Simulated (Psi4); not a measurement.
Psi4 1.11, PBE/def2-svp: Hf(OMe)3(NH2) (C[O][Hf]([NH2])([O]C)[O]C), 19 atoms. The geometry is a generated start, not checked to be a minimum at this level.

- task = energy
- method = pbe
- basis = def2-svp
- memory = 3 GB
- maxiter = 100
- keys of the molecule block = symmetry c1
- scf_type = df (default)
- guess = auto, which took SAD (default)
- scf_initial_accelerator = adiis (default)
- e_convergence = 1e-06 (default)
- d_convergence = 1e-06 (default)
- dft_radial_points = 75 (default)
- dft_spherical_points = 302 (default)
- effective core potentials = those of the basis set, past Kr
- basis functions = 185
- grid points = 403609

```xyz
19

Hf     0.3660     0.1160     0.3039
O     -1.3128     0.0350    -0.5241
C     -2.3079    -0.5316     0.2781
H     -2.7407     0.2221     0.9576
H     -3.1180    -0.9104    -0.3617
H     -1.9114    -1.3732     0.8732
O      1.5620     0.7191    -1.0139
C      1.1868     2.0016    -1.4227
H      1.3303     2.7303    -0.6055
H      1.8145     2.3128    -2.2699
H      0.1321     2.0157    -1.7496
O      0.7378    -1.6058     0.9310
C      1.1155    -2.3803    -0.1763
H      1.6471    -1.7640    -0.9277
H      1.7878    -3.1844     0.1557
H      0.2290    -2.8471    -0.6404
N      0.1516     1.3798     1.8352
H     -0.1428     0.9410     2.7115
H     -0.5269     2.1234     1.6456
```

Charge 0 and multiplicity 1 are set for this test and not shown to be the ground state.

One run each on 2 threads. Values of diis_max_vecs tried: 3, 6, 10 (default), 20.

Which value of diis_max_vecs needs the fewest SCF iterations, and what happens away from it?

Fewest SCF iterations, within one of each other: 6 with 11, 10 (default) with 11, 20 with 11. The count rises to 22 at 3. All converge to one solution.

```csv
diis_max_vecs,SCF iterations,end
3,22,same solution
6,11,same solution
10 (default),11,same solution
20,11,same solution
```
